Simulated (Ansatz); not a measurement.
Consider Cu$_{3}$N (space group Pm-3m, No. 221).

```xyz
4
Lattice="3.7209 0.0000 0.0000 0.0000 3.7209 0.0000 0.0000 0.0000 3.7209" Properties=species:S:1:pos:R:3 pbc="T T T"
Cu     1.8604     0.0000     0.0000
Cu     0.0000     1.8604     0.0000
Cu     0.0000     0.0000     1.8604
N      0.0000     0.0000     0.0000
```

Cartesian axes are those of the cell as printed.

Method: Kohn–Sham DFT with the LDA functional, run in Ansatz (a quantum-chemistry and plane-wave program) with PAW and 420 eV plane waves, without spin-orbit coupling.

Before the change:

- Volume per atom: 12.88 Å³
- Pressure: 0.0 GPa

Now apply this change: compressive biaxial strain of 0.50 % in the plane normal to [111], as in epitaxy on a mismatched substrate; the out-of-plane cell vector and the atoms relax.

Problem. Estimate the effect on the volume per atom.

Solution. The volume per atom falls by 0.03 Å³ to 12.85 Å³.

Problem. What does the calculation give for the pressure after the change?

Solution. The pressure (mean of the normal stresses, compression positive) goes from zero to 0.3 GPa.

Problem. How does this affect the energy relative to the base?

Solution. The energy stays essentially unchanged.

No phonon test of stability was made. All final runs are without spin polarisation.
